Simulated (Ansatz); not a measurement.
Structure of amorphous Mo16Si32 (periodic cell):

```yaml
crystal:
  lattice:
    - [8.91863, 0.00000, 0.00000]
    - [0.00000, 8.91863, 0.00000]
    - [0.00000, 0.00000, 8.91863]
  atoms:
    - { symbol: Mo, position: [0.79528, 0.66972, 0.29056] }
    - { symbol: Mo, position: [0.86635, 0.02574, 0.95809] }
    - { symbol: Mo, position: [0.40946, 0.89235, 0.82305] }
    - { symbol: Mo, position: [0.36833, 0.14910, 0.06702] }
    - { symbol: Mo, position: [0.98058, 0.97091, 0.45800] }
    - { symbol: Mo, position: [0.17602, 0.71166, 0.63035] }
    - { symbol: Mo, position: [0.85946, 0.66572, 0.60406] }
    - { symbol: Mo, position: [0.58246, 0.63142, 0.00237] }
    - { symbol: Mo, position: [0.28651, 0.89890, 0.31679] }
    - { symbol: Mo, position: [0.62399, 0.40252, 0.67776] }
    - { symbol: Mo, position: [0.29951, 0.37918, 0.62881] }
    - { symbol: Mo, position: [0.06871, 0.44992, 0.41370] }
    - { symbol: Mo, position: [0.26452, 0.53705, 0.13907] }
    - { symbol: Mo, position: [0.87921, 0.21896, 0.23207] }
    - { symbol: Mo, position: [0.50392, 0.09333, 0.54839] }
    - { symbol: Mo, position: [0.07644, 0.31269, 0.91610] }
    - { symbol: Si, position: [0.71040, 0.88721, 0.50791] }
    - { symbol: Si, position: [0.76845, 0.16194, 0.49405] }
    - { symbol: Si, position: [0.65218, 0.20572, 0.06611] }
    - { symbol: Si, position: [0.10690, 0.62693, 0.92255] }
    - { symbol: Si, position: [0.78263, 0.95270, 0.22999] }
    - { symbol: Si, position: [0.83297, 0.25669, 0.79878] }
    - { symbol: Si, position: [0.42393, 0.82700, 0.55229] }
    - { symbol: Si, position: [0.30831, 0.80008, 0.05656] }
    - { symbol: Si, position: [0.97420, 0.48837, 0.14460] }
    - { symbol: Si, position: [0.16118, 0.28503, 0.20266] }
    - { symbol: Si, position: [0.42975, 0.61202, 0.74954] }
    - { symbol: Si, position: [0.52821, 0.05637, 0.27786] }
    - { symbol: Si, position: [0.97562, 0.89810, 0.72345] }
    - { symbol: Si, position: [0.22819, 0.15900, 0.44473] }
    - { symbol: Si, position: [0.40387, 0.39923, 0.92804] }
    - { symbol: Si, position: [0.15696, 0.01404, 0.90067] }
    - { symbol: Si, position: [0.04417, 0.21112, 0.62302] }
    - { symbol: Si, position: [0.63397, 0.06963, 0.79125] }
    - { symbol: Si, position: [0.59723, 0.62350, 0.50632] }
    - { symbol: Si, position: [0.04660, 0.48111, 0.69892] }
    - { symbol: Si, position: [0.50044, 0.71770, 0.25556] }
    - { symbol: Si, position: [0.64782, 0.43495, 0.20724] }
    - { symbol: Si, position: [0.87174, 0.74561, 0.03224] }
    - { symbol: Si, position: [0.79913, 0.42402, 0.44874] }
    - { symbol: Si, position: [0.81308, 0.52539, 0.85276] }
    - { symbol: Si, position: [0.35183, 0.16859, 0.78812] }
    - { symbol: Si, position: [0.06923, 0.72221, 0.35959] }
    - { symbol: Si, position: [0.08208, 0.02791, 0.16545] }
    - { symbol: Si, position: [0.49923, 0.34764, 0.42234] }
    - { symbol: Si, position: [0.31957, 0.57805, 0.41920] }
    - { symbol: Si, position: [0.70667, 0.80115, 0.80389] }
    - { symbol: Si, position: [0.58097, 0.92274, 0.03797] }
```

These are PBE, scalar-relativistic without spin-orbit coupling (plane waves to 420 eV, PAW; Ansatz, a quantum-chemistry and plane-wave program) values and carry that method's errors. Neutral PBE cell, which sets geometry, pressure and energy: sampling: a 2×2×2 Γ-centred mesh; Fermi-Dirac width 0.1 eV; no spin polarisation.

A CHGNet melt-quench gave the starting glass, which DFT then relaxed. The hot cell started wider than the set density and was brought back towards it in steps. It is the lowest in DFT energy of 2 quenches. It is a model cell: composition and starting density were chosen by hand, and all elements were melted together. No dispersion term was used. Its density started from a set value of 5.63 and ended at 5.70 g/cm³. The quench (nominally 240 K/ps over its main leg) was far faster than any real one, so the model tends to hold more defects than a real film. One small periodic cell is one sample of the glass; other quenches scatter about these values. The volume was free in the relaxation, at fixed shape.

Question: Give the pressure, the energy against reference phases and the spacing of the highest filled and lowest empty levels.

Answer: 
The pressure on a 2×2×2 Γ-centred mesh comes out as -0.3 kbar. The largest force and stress component on that mesh (the relaxation ran on one k-point at (1/4, 1/4, 1/4)) is 0.27 eV/Å and 3.3 GPa and the energy relative to tetragonal MoSi2 (lowest mix at this level among the phases computed, not always the ambient ones) comes out as 0.416 eV/atom. The gap on a 2×2×2 Γ-centred mesh (PBE) is within the smearing (under twice its width).

Neighbours within Mo-Mo 3.78 Å, Mo-Si 3.22 Å, Si-Si 2.74 Å count as bonded.
